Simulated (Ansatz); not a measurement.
Functionals compared on Cl on the 1x1 (0001) surface of corundum (cut with top plane Al), one in a 1x1 cell, started at the site 'hollow Al-O-O-O over O at depth 2.3 Å #2', in Ansatz (plane waves, PAW). The structure was relaxed with PBE; the other rows are single points on it, each with its references at the same level. Cutoff 420 eV (500 eV for r2SCAN). The points keep PBE's geometry, so the relaxation of a polaron and the settling of charge on one site are left out.

Host crystal: corundum, with a band gap (PBE, scalar-relativistic without spin-orbit coupling).

Set-up: 21 atoms, 6.7 Å thick at the start under the adsorbate (thin: gaps and levels are the slab's own); mesh 6x6x1; 0.01 eV smearing; dipole correction on; 9 atoms held, the rest relaxed; no symmetry held; spin-polarised, ending with about 1.0 μB a cell, a value that depends on the mesh; orders that need a larger cell were not tried, no spin-orbit, no U, no dispersion correction. The slab shows no gap over 0.04 eV on its mesh. At the end it is bonded to Al. In PBE it is, or lies within 0.03 eV of, the lowest of the starts that converged. These notes are the PBE run's. r2SCAN: The program's check for a lower electronic state was not made. Adsorption energies are against ½ Cl2(g). A negative adsorption energy means that the adsorbate is more stable on the surface than in its reference.

```csv
functional,adsorption energy (eV),work function of the top face (eV),rough cost of the single point
PBE,-0.30,8.29,–
RPBE,-0.32,8.25,roughly 4 core-minutes
r2SCAN,…,…,about 16 core-minutes (a rough figure)
```

**Question.** Complete the blanks.

**Answer.** 
- r2SCAN, adsorption energy (eV): -0.27
- r2SCAN, work function of the top face (eV): 8.63

Ansatz is a quantum-chemistry and plane-wave program.
